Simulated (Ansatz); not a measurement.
Take HfN in the rock salt structure (space group Fm-3m, No. 225; relaxed with 0.1 eV smearing) as the base.

```cif
data_Hf4N4
_chemical_formula_sum 'Hf4 N4'
_space_group_name_H-M_alt 'Fm-3m'
_space_group_IT_number 225
_space_group_name_Hall '-F 4 2 3'
_cell_length_a 4.50184
_cell_length_b 4.50184
_cell_length_c 4.50184
_cell_angle_alpha 90.000
_cell_angle_beta 90.000
_cell_angle_gamma 90.000
loop_
_atom_site_label
_atom_site_type_symbol
_atom_site_symmetry_multiplicity
_atom_site_Wyckoff_symbol
_atom_site_fract_x
_atom_site_fract_y
_atom_site_fract_z
_atom_site_occupancy
Hf1 Hf 4 a 0.00000 0.00000 0.00000 1
N1 N 4 b 0.50000 0.50000 0.50000 1
```
(The calculation used a cell of 2 atoms; values per cell refer to that cell.)

The values are results of PBEsol (Ansatz, a quantum-chemistry and plane-wave program), spin-orbit coupling left out, not measurements.

For the base:

| Quantity | Value |
|---|---|
| Pressure | 0.0 GPa |

The change: the cell is scaled by 0.9950 in all directions, atoms relaxed at fixed cell.

Task: What happens to the pressure and energy relative to the base?

Result: The pressure goes from zero to 4.4 GPa; the energy rises by 2.3 meV/atom.

The cells carry an imposed strain or load. No phonon test of stability was made. The final runs are not spin-polarised. An odd electron count without spin: HfN.
